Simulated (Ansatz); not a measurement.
## Effect of pressure 9 GPa on CoSi

The reference is CoSi (space group P2_13, No. 198; a = 4.3831 Å; non-magnetic).

It is then changed as follows: cell and atoms relaxed at a pressure of 9 GPa.

Calculations: DFT with r2SCAN, PAW potentials and a 500 eV plane-wave cutoff in Ansatz (a first-principles code), without spin-orbit coupling. k-mesh 11×11×11 (Γ-centred); smearing 0.05 eV (Fermi–Dirac).

| quantity | base | changed | shift |
|---|---|---|---|
| volume per atom | 10.53 Å³ | 10.18 Å³ | -0.35 Å³ |
| density | 6.86 g/cm³ | 7.10 g/cm³ | +0.24 g/cm³ |
| lattice parameter a | 4.383 Å | 4.334 Å | -0.049 Å |
| shortest interatomic distance | 2.292 Å | 2.271 Å | -0.021 Å |
| band gap | zero | zero | – |

Final structure:

```
CoSi
1.0
    4.33392     0.00000     0.00000
    0.00000     4.33392     0.00000
    0.00000     0.00000     4.33392
Co Si
4 4
Direct
  0.14656   0.14656   0.14656
  0.64656   0.35344   0.85344
  0.85344   0.64656   0.35344
  0.35344   0.85344   0.64656
  0.84397   0.84397   0.84397
  0.34397   0.65603   0.15603
  0.15603   0.34397   0.65603
  0.65603   0.15603   0.34397
```

Load acts through the strain it causes; cell and atoms are relaxed under it. Stability against distortions was not tested. Competing high-pressure phases were not computed. Seeded moments were not kept for the base. The final runs are not spin-polarised. The zero or small gap of CoSi can change with the level of theory.
